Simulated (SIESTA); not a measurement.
Band structure of ZrN (P6_3/mmc, 4 atoms in the cell).

```
CELL_PARAMETERS angstrom
      3.21663     0.00000     0.00000
     -1.60831     2.78568     0.00000
      0.00000     0.00000     5.70940
ATOMIC_POSITIONS crystal
  Zr 0.00000 0.00000 0.00000
  Zr 0.00000 0.00000 0.50000
  N  0.66667 0.33333 0.75000
  N  0.33333 0.66667 0.25000
```

Method of the run: LDA PW92, numerical atomic orbitals DZP, PseudoDojo LDA standard norm-conserving potentials (rewritten from UPF to PSML) run with SIESTA 5.4.2.

Settings: XC.functional = LDA; XC.authors = PW92; potentials = PseudoDojo LDA standard; PAO.BasisSize = DZP; PAO.EnergyShift = 0.005 Ry; MeshCutoff = 300 Ry; kgrid.MonkhorstPack = 10 10 5; OccupationFunction = FD; ElectronicTemperature = 0.1 eV; MaxSCFIterations = 150; SCF.Mixer.Method = Pulay; SCF.Mixer.Weight = 0.2; SCF.Mixer.History = 6; SCF.DM.Tolerance = 1.0E-04.

The starting cell comes from a database of computed structures (which also holds hypothetical and non-ambient phases and stackings), without a prior relaxation at this level. Values carry the incompleteness of an atom-centred basis.

Levels in eV from the Fermi level, bands 14 to 19:
```json
[
 {"point": "Γ", "14": "-2.72", "15": "-2.36", "16": "-1.88", "17": "-1.88", "18": "0.48", "19": "0.48"},
 {"point": "M", "14": "-3.90", "15": "-3.25", "16": "-2.51", "17": "-2.43", "18": "0.22", "19": "3.17"},
 {"point": "K", "14": "-4.56", "15": "-4.56", "16": "-2.59", "17": "0.91", "18": "1.43", "19": "1.43"},
 {"point": "A", "14": "-3.68", "15": "-3.68", "16": "-3.68", "17": "0.76", "18": "0.76", "19": "1.36"},
 {"point": "L", "14": "-4.34", "15": "-3.84", "16": "-3.84", "17": "-0.54", "18": "-0.54", "19": "3.81"},
 {"point": "H", "14": "-4.59", "15": "-3.94", "16": "-3.94", "17": "0.69", "18": "0.69", "19": "2.67"}
]
```

Bands cross the Fermi level along this path, so the cell is metallic at this level.

Higher empty bands are left out: an atom-centred basis made for the valence describes them poorly.
